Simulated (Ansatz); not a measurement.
Phonon-limited electron mobility of Si (Fd-3m) in cm²/(V·s), LDA, finite-displacement electron-phonon coupling, linearised Boltzmann equation in Ansatz (a first-principles code). Condition of this run: hydrostatic pressure 4 GPa (the target of the relaxation). Geometry: relaxed with this functional, without spin-orbit coupling.

| Condition | μ |
|---|---|
| 150 K | 7500 |
| 200 K | 4100 |
| 250 K | 2480 |
| 300 K | (withheld) |
| 350 K | 1150 |
| 400 K | 845 |
| 500 K | (withheld) |
| 600 K | 335 |

Problem. What belongs in the gaps?

Solution. 
- 300 K, μ: 1640
- 500 K, μ: 507

Problem. What exponent p of μ ∝ T^−p fits 200 to 400 K (along x)?

Solution. p ≈ 2.3; acoustic deformation-potential scattering alone gives 1.5.

Scattering by harmonic phonons alone: no impurities, screening or carrier-carrier scattering, bands fixed at 0 K. From a coarser fine mesh the values given move by up to 6 %. The mesh was bound by memory.
